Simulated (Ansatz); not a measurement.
Pressure series in ZrSi2

Consider ZrSi$_{2}$ (space group Cmcm, No. 63).

```
ZrSi2
1.0
    1.84434    -7.42919     0.00000
    1.84434     7.42919     0.00000
    0.00000     0.00000     3.66679
Si Zr
4 2
Direct
  0.94827   0.05173   0.75000
  0.05173   0.94827   0.25000
  0.24981   0.75019   0.75000
  0.75019   0.24981   0.25000
  0.60584   0.39416   0.75000
  0.39416   0.60584   0.25000
```

Cell and atoms are relaxed at each pressure.

All numbers come from r2SCAN (Ansatz, an electronic-structure program), no spin-orbit coupling.

| pressure (GPa) | volume per atom (Å³/atom) |
|---|---|
| -2 | 17.020 |
| 0 | 16.747 |
| 0.9 | 16.632 |
| 2.1 | 16.484 |
| 4.5 | ? |
| 9 | 15.737 |
| 15 | 15.195 |
| 22.5 | 14.621 |
| 30 | 14.132 |

Problem. Fit the third-order Birch–Murnaghan form P(V) = (3B₀/2)[(V₀/V)^(7/3) − (V₀/V)^(5/3)]·[1 + (3/4)(B₀′ − 4)((V₀/V)^(2/3) − 1)] (squares taken in P) to the rows shown and predict the withheld row.

Solution. Least squares on the printed values gives V₀ = 16.748 Å³/atom, B₀ = 128 GPa, B₀′ = 3.8; this predicts 16.205 Å³/atom, and the run gives 16.205 Å³/atom, in agreement.

Load acts through the strain it causes; cell and atoms are relaxed under it. No phonon test of stability was made. No other phases were tried under pressure. All final runs are without spin polarisation.
